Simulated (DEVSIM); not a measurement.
System: illuminated Si n-on-p cell, one wavelength, with a back-surface field, at 400 K.

```csv
layer (left to right),material,thickness (μm),Nd (cm⁻³),Na (cm⁻³),τn (s),τp (s),absorption coefficient (cm⁻¹)
1,Si,0.270,6.7e17,-,5.6e-8,3.4e-8,5900
2,Si,65.0,-,7.8e15,2.8e-7,2.8e-7,5900
3,Si,0.540,-,9.5e18,2.8e-7,2.8e-7,5900
```

Left contact: ohmic, minority hole recombination velocity 60000 cm/s. Right contact: ohmic, minority electron recombination velocity 4e5 cm/s. Voltage is applied to the left contact. Recombination: SRH at mid-gap, radiative, Auger. Light enters at the left, 1e17 photons cm⁻² s⁻¹, one pass, no reflection. Mobility is μmin + (μ − μmin)/(1 + (N/Nref)^α).

The device is made up for the run: typed textbook-type constants, with dimensions and the other settings drawn at random. Values at 300 K; Nc and Nv go as T^1.5, mobilities as T to minus their exponent, the gap by Varshni's rule with the affinity fixed.

| parameter | Si |
|---|---|
| gap (eV) | 1.124 |
| affinity (eV) | 4.05 |
| permittivity | 11.7 |
| Nc (cm⁻³) | 2.86e19 |
| Nv (cm⁻³) | 3.1e19 |
| μn (cm²/Vs) | 1417 |
| μp (cm²/Vs) | 470 |
| μn,min | 52 |
| μp,min | 45 |
| Nref,n | 9.7e16 |
| Nref,p | 2.2e17 |
| αn | 0.68 |
| αp | 0.72 |
| T exponent of μn | 2.3 |
| T exponent of μp | 2.2 |
| B (cm³/s) | 4.7e-15 |
| Cn (cm⁶/s) | 2.8e-31 |
| Cp (cm⁶/s) | 9.9e-32 |
| Varshni α (eV/K) | 0.000473 |
| Varshni β (K) | 636 |

Model (solved in DEVSIM): 1D drift-diffusion, Boltzmann statistics, complete ionisation; no tunnelling, impact ionisation, image-force lowering or self-heating.

Q: Give the current under light (generator sign).

A: 
| V (V) | J (mA/cm²) |
|---|---|
| 0.00 | 14.9 |
| 0.02 | 14.9 |
| 0.04 | 14.9 |
| 0.06 | 14.9 |
| 0.08 | 14.8 |
| 0.12 | 14.7 |
| 0.14 | 14.5 |
| 0.16 | 14.2 |
| 0.18 | 13.6 |
| 0.20 | 12.7 |
| 0.22 | 11.0 |
| 0.24 | 8.05 |
| 0.26 | 2.83 |
| 0.28 | -6.36 |
